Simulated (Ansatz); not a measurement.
An Ansatz (a program for electronic structure) input (Ansatz, PBEsol, PAW, cutoff 420 eV, spin-orbit coupling left out):

Ansatz 0.2 input:
```yaml
crystal:
  lattice:
    - [5.3655014388, 0, 0]
    - [0, 5.3655014388, 0]
    - [0, 0, 4.4830343751]
  atoms:
    - { symbol: Ti, position: [0.5, 0, 0.5255636238] }
    - { symbol: Ti, position: [0, 0.5, 0.5255636238] }
    - { symbol: Pb, position: [0, 0, 0.9846122548] }
    - { symbol: Tl, position: [0.5, 0.5, 0.9791054511] }
    - { symbol: O, position: [0.5, 0, 0.131658275] }
    - { symbol: O, position: [0, 0.5, 0.131658275] }
    - { symbol: O, position: [0.7518989467, 0.7518989467, 0.6274596241] }
    - { symbol: O, position: [0.2481010533, 0.2481010533, 0.6274596241] }
    - { symbol: O, position: [0.7518989467, 0.2481010533, 0.6274596241] }
    - { symbol: O, position: [0.2481010533, 0.7518989467, 0.6274596241] }
basis: { ecutwfc: 420, ecutrho_ratio: 4, xc_grid: 2, fft_grid_basis: typed }
kpoints: { mp_grid: { grid: [9, 9, 11] } }
hamiltonian:
  xc: pbesol
  dispersion: none
  pseudopotentials: { kind: paw }
scf: { occupations: { method: fermi_dirac, width: 0.05 }, convergence: { dr2_threshold: 0.000000001 } }
output: { forces: true, stress: true }
checkpoint: { write: state.ck, write_every: 1000 }
```

Task: Which symmetry and how many k-points will the program report, and about how many plane waves at Γ?

Result: Space group P4mm (ITA 99) with 8 operations, k-points 90 of 891, and 2519 plane waves at Γ.

Each cell is one ordered arrangement of few atoms, which overstates ordering effects compared with a random alloy. Whether these cells are dynamically stable was not tested. No Hubbard U is applied, and correlation can decide whether such a compound is a metal. All final runs are without spin polarisation. An odd electron count without spin: Ti2TlPbO6. The cell was made from PbTiO3 by this change: x(Tl) = 0.5, 10 atoms, P4mm.
